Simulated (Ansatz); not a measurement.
Take SnO in the litharge type structure (space group P4/nmm, No. 129; a = 3.7701 Å, c = 4.5599 Å; layered, stacked along the Cartesian z axis) as the base.

Calculations: DFT with PBEsol-D3(BJ), PAW potentials and a 420 eV plane-wave cutoff in Ansatz (a program for electronic structure), without spin-orbit coupling.

For the base:

The pressure is 0.0 GPa.

It is then changed as follows: the cell is scaled by 0.9571 in all directions, atoms relaxed at fixed cell.

### Question
What happens to the pressure, energy relative to the base and largest internal atomic displacement?

### Answer
The pressure (mean of the normal stresses, compression positive) goes from zero to 10.8 GPa; the energy rises by 58 meV/atom; the largest internal atomic displacement amounts to 0.084 Å.

The cells carry an imposed strain or load. Whether these cells are dynamically stable was not tested. All final runs are without spin polarisation.
